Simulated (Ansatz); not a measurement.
## ZnGeAs2: energy against strain

ZnGeAs2 (chalcopyrite, I-42d, 22.359 Å³/atom and stress up to 0.01 GPa in the relaxed cell, c along z) under a strain ε along a (axis x), the other axes held. PBEsol in Ansatz, a plane-wave DFT program (PAW, default set), 420 eV, 8×8×8 Γ-centred mesh, Fermi-Dirac smearing 0.05 eV; ions are relaxed, or left where forces stay under 0.02 eV/Å, within the symmetry of each cell.

Here s stands for strain and y for E less E0.

```
strain (%)  E less E0 (meV/atom)
----------  --------------------
-1.50                       1.67
-0.75                       0.41
0.00                        0.00
0.75                        0.41
1.50                        1.62
3.00                           ?
```

Task: Fit y against s with a parabola, and predict the withheld value at s = 3.00.

Result: Least squares gives y = -0.001 - 0.0133·s + 0.7314·s². Residuals (row less fit): 0.005, -0.010, 0.001, 0.010, -0.005; standard error 0.011 (degrees of freedom: 2). Twice the quadratic coefficient over the volume, 2 × 0.7314 meV × 10⁴ × 0.1602 / 22.359 Å³, is the elastic constant C11 = 104.8 ± 0.8 GPa (± standard error of the fit, which holds the terms cut off). At the withheld row, y = -0.001 - 0.0133 × 3.00 + 0.7314 × 3.00² = 6.542 meV/atom. The calculation gives 6.36 meV/atom, 0.182 meV/atom below the prediction (2.9 % of the range of y in the table). The row lies outside the fitted rows, so this is an extrapolation. From the scatter of the fitted rows alone, a prediction at this place has a standard error of 0.046 meV/atom, so the miss is 4.0 times that.

A polynomial of degree 3 through the 8 other runs of the series gives 6.36 there, so most of the miss is curvature that the fit leaves out. This level leaves no gap over 0.05 eV at strain 1.50 %. The start is a measured cell from the literature; how it stands against other phases or cation orders wasn't checked. Rows are the converged runs of the series near zero and its far end; series whose fitted rows scatter by over a few per cent of the range, as at a crossing or softening among them, aren't shown in this form, nor equations of state whose B0' disagrees with the runs' pressures. Most that stay on the fit to the last digits aren't either.
